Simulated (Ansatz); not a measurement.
System: Ca2Si (Fm-3m, No. 225; start mp-1009733). Method: G0W0@HSE06 (hard PAW, contour deformation; Ansatz, a first-principles code).

The cell is the one relaxed with PBEsol. Conventional cell: a = 7.0883 Å, b = 7.0883 Å, c = 7.0883 Å, α = 90.00°, β = 90.00°, γ = 90.00°.

The quasiparticle gap at Γ at a fixed k mesh 2×2×2:

```json
[
 {"response cutoff": "150 eV, 682 empty bands", "value (eV)": "2.741"},
 {"response cutoff": "200 eV, 1051 empty bands", "value (eV)": "2.750"},
 {"response cutoff": "250 eV, 1468 empty bands", "value (eV)": "2.755"},
 {"response cutoff": "300 eV, 1930 empty bands", "value (eV)": "2.757"}
]
```

### Question
Taking the value to converge with the response cutoff E as E^(−3/2), extrapolate from the last two rows.

### Answer
With y = y∞ + c/w and weights w = 3953 and 5196 for the last two rows, y∞ = (w2 y2 − w1 y1)/(w2 − w1) = (5196 × 2.757 − 3953 × 2.755)/1243 = 2.763 eV, which lies 0.006 beyond the last row. Successive pairs of rows give 2.767, 2.768, 2.763. The limit also hangs on the law assumed, so its last digits aren't firm.

The other settings are not extrapolated, so this is the limit in one setting alone.

The smallest gap on this mesh is 1.04 eV, away from Γ.

Note: GW on a hybrid start was not checked against another program.

A start named mp-… is a Materials Project structure, which can be a computed phase never made.
